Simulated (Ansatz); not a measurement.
Structures of equal composition on the (100) surface of germanium (Ge plane on top): 1x1 symmetric dihydride; 1x1 canted dihydride. The slabs share one bottom face, and each structure is named by its start. These are constructed structures in small cells; real faces may alloy, dewet or reconstruct in larger ones, and not all known structures of the face are among them. Slabs of about 11 Å, Fermi-Dirac smearing of 0.025 eV. Bottom of the slabs: dihydride, held. Relaxed from the named starts with such symmetry as they have, on meshes of like density; energies extrapolated to zero smearing; spin only where a row says so; no spin-orbit coupling, no U. Brackets mark spin-polarised runs, whose order is one that fits the cell. Where a second, spin-polarised start was run, the lower counts.

The numbers are results of r2SCAN, at the PBE geometry (plane waves to 500 eV, PAW; Ansatz, a program for electronic structure), not measurements.

### Question
Order them by energy per 1x1 cell (lowest first) at the level r2SCAN, at the PBE geometry.

### Answer
1x1 canted dihydride (0.000 eV), 1x1 symmetric dihydride (0.058 eV)
